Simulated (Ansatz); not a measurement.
Band structure of CaAu₂ (Imma, 6 atoms in the cell).

```
CELL_PARAMETERS angstrom
     -2.25473     3.48791     4.08744
      2.25473    -3.48791     4.08744
      2.25473     3.48791    -4.08744
ATOMIC_POSITIONS crystal
  Ca 0.70770 0.45770 0.25000
  Ca 0.29230 0.54230 0.75000
  Au 0.30065 0.83990 0.46075
  Au 0.69935 0.16010 0.53925
  Au 0.87915 0.83990 0.03925
  Au 0.12085 0.16010 0.96075
```

Method of the run: PBEsol, PAW files made with PBE (plane waves; Ansatz, a first-principles code).

Settings: kpoints.mp_grid.grid = 5 5 5; hamiltonian.xc = pbesol; hamiltonian.pseudopotentials = {kind: paw} (the program's default PAW files); scf.occupations.method = gaussian; scf.occupations.width = 0.1 eV; kpoints.band_path.npoints = 8.

The starting cell comes from a database of computed structures (which also holds hypothetical and non-ambient phases and stackings), without a prior relaxation at this level. Its lattice was rescaled by a random factor within 2.5 % of one. Spin-orbit coupling is off.

Levels in eV from the Fermi level, bands 45 to 52:
```
point     45     46     47     48     49     50    51    52
-----  -----  -----  -----  -----  -----  -----  ----  ----
Γ      -2.47  -1.34  -1.24   0.55   1.02   1.09  1.42  1.47
X      -2.45  -2.08  -2.07  -1.81  -0.54   0.67  1.74  1.97
L      -2.51  -2.32  -2.06  -1.69  -0.14   0.51  1.70  2.12
T      -2.70  -2.70  -1.42  -1.42  -0.05  -0.05  2.39  2.39
W      -2.64  -2.64  -1.96  -1.96   0.73   0.73  2.33  2.33
R      -2.41  -1.99  -1.71  -1.04   0.46   0.54  1.04  1.07
X1     -2.45  -2.08  -2.07  -1.81  -0.54   0.67  1.74  1.97
Z      -2.56  -2.42  -2.19  -1.57   1.17   2.51  3.41  3.62
Y      -2.60  -2.49  -1.90  -1.15   1.15   2.54  3.30  3.53
S      -3.01  -2.87  -0.29   0.31   1.39   1.47  2.37  2.45
```

Bands cross the Fermi level along this path, so the cell is metallic at this level.

Keys are those of Ansatz 0.2.
